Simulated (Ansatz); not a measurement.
Ansatz (a first-principles code), DFT, PBEsol, plane waves, its default PAW files: BaH4O3, atoms displaced (from the phase in space group 26, mp-23904) (H8O6Ba2), 16 atoms. Basis and mesh were picked for this test and aren't claimed converged.

```
Property                                                 Result
------------------------------  -------------------------------
cell                            3.93, 6.28, 6.89 Å; 90, 90, 90°
distance to the nearest atom                     0.92 to 2.81 Å
task                                               single point
k mesh                                                    6×4×4
hamiltonian.xc                                           pbesol
kind of files                                               paw
scf.occupations.method                              fermi_dirac
scf.occupations.width                                   0.05 eV
output.forces                                              true
binding of workers (--pin)                                  off
k-point pools (--kpoint-pools)                                1
memory maximum (--max-ram)                                 8GiB
accuracy                                       medium (default)
basis.precision                                  auto (default)
basis.xc_grid                                       2 (default)
scf.mixing.algorithm                             auto (default)
scf.mixing.preconditioner                        auto (default)
scf.convergence.dr2_threshold             1.70245e-07 (default)
scf.lower_state_search                          light (default)
k-points after symmetry                                      52
bands at the start                                           48
electrons                                                    64
plane waves at Γ                                           3351
cutoff (eV)                                                 420
FFT grid                                               27×45×48
symmetry operations                                           1
```

One run each.

All on 4 threads. Base settings, kept where nothing else is said: scf.eigensolver.kind = auto (default), scf.eigensolver.mixed_precision = false (default), scf.eigensolver.cushion = auto (default), scf.eigensolver.full_accuracy = false (default), scf.algorithm = auto (default) (scf.eigensolver.max_subspace_factor, scf.eigensolver.real_solve not set). The settings tried:
- scf.eigensolver.kind = davidson, scf.eigensolver.cushion = true
- scf.eigensolver.full_accuracy = true
- scf.eigensolver.kind = davidson, scf.eigensolver.mixed_precision = true
- scf.eigensolver.kind = davidson
- scf.eigensolver.kind = davidson, scf.eigensolver.max_subspace_factor = 2
- scf.eigensolver.mixed_precision = true
- scf.algorithm = density_mixing
- the base settings
- scf.eigensolver.kind = davidson, scf.eigensolver.max_subspace_factor = 6
- scf.algorithm = direct_min
- scf.eigensolver.real_solve = false

### Question
Name the extremes by applications of H to a band: fewest, most, and any that don't converge.

### Answer
Fewest applications of H to a band, with those close behind: scf.eigensolver.real_solve = false (44560); the base settings (44594); scf.algorithm = density_mixing (44594). Most among those that reach the base run's result: scf.eigensolver.full_accuracy = true (118074); scf.algorithm = direct_min (115052). All converged.

```
setting                                                                   applications of H to a band  SCF iterations (all cycles of the run, searches included)        end
------------------------------------------------------------------------  ---------------------------  ---------------------------------------------------------  ---------
scf.eigensolver.real_solve = false                                                              44560                                                          8  converged
the base settings                                                                               44594                                                          8  converged
scf.algorithm = density_mixing                                                                  44594                                                          8  converged
scf.eigensolver.kind = davidson, scf.eigensolver.max_subspace_factor = 6                        66025                                                          9  converged
scf.eigensolver.kind = davidson                                                                 68395                                                          9  converged
scf.eigensolver.kind = davidson, scf.eigensolver.mixed_precision = true                         72052                                                          9  converged
scf.eigensolver.mixed_precision = true                                                          72052                                                          9  converged
scf.eigensolver.kind = davidson, scf.eigensolver.cushion = true                                 74803                                                          9  converged
scf.eigensolver.kind = davidson, scf.eigensolver.max_subspace_factor = 2                        77968                                                          8  converged
scf.algorithm = direct_min                                                                     115052                                                          6  converged
scf.eigensolver.full_accuracy = true                                                           118074                                                          8  converged
```

An iteration's cost differs between solvers, so these counts don't give the time.

Keys are those of Ansatz 0.2.
